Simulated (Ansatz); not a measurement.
The parent structure is KZnF₃ in the cubic perovskite structure (space group Pm-3m, No. 221).

```
CELL_PARAMETERS angstrom
      4.12746     0.00000     0.00000
      0.00000     4.12746     0.00000
      0.00000     0.00000     4.12746
ATOMIC_POSITIONS crystal
  K  0.00000 0.00000 0.00000
  Zn 0.50000 0.50000 0.50000
  F  0.50000 0.00000 0.50000
  F  0.00000 0.50000 0.50000
  F  0.50000 0.50000 0.00000
```

Computed with Kohn–Sham DFT with the PBE functional, run in Ansatz (an electronic-structure program) with PAW and 420 eV plane waves, spin-orbit coupling left out.

Strains are applied to the cell and any free atomic positions relax.

One change was made to it. Results:

The electron mass changes from 0.44 mₑ (at Γ) to 0.45 mₑ (at Γ); the band gap goes up by 0.095 eV, from 3.71 eV to 3.81 eV; the smallest direct gap rises by 0.293 eV to 5.52 eV; the width of the top valence band goes up by 0.20 eV (1.51 eV → 1.71 eV).

Task: Which change produced these results?
(A) isotropic strain −1.80 %
(B) isotropic strain −2.40 %
(C) isotropic strain −1.20 %

Result: C, isotropic strain −1.20 %. For comparison, the band gap in the other runs: isotropic strain −2.40 % gives 3.91 eV; isotropic strain −1.80 % gives 3.86 eV.

Effective masses come from finite differences of ±0.01 Å⁻¹. Whether these cells are dynamically stable was not tested. Many cubic perovskites are stable only at high temperature; tilts and polar distortions were not tested.
